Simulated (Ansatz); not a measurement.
Take SnO in the litharge type structure (space group P4/nmm, No. 129; a = 3.793 Å, c = 4.764 Å; layered, stacked along the Cartesian z axis) as the base.

Method: r2SCAN+rVV10, PAW, 500 eV (Ansatz, a first-principles code; no spin-orbit coupling).

Perturbation: a free-standing slab of 1 layer (4 atoms, 4 a layer) is cut normal to the stacking axis, with 15 Å of vacuum and the in-plane cell relaxed.

Problem. Predict the new thickness between the outermost nuclei and gap character.

Solution. The thickness between the outermost nuclei is 2.35 Å; the gap character comes out as indirect, k = (0.222, 0.222, 0) in the run's primitive reciprocal basis → M–Γ (27 % along).

No phonon test of stability was made. The final runs are not spin-polarised.
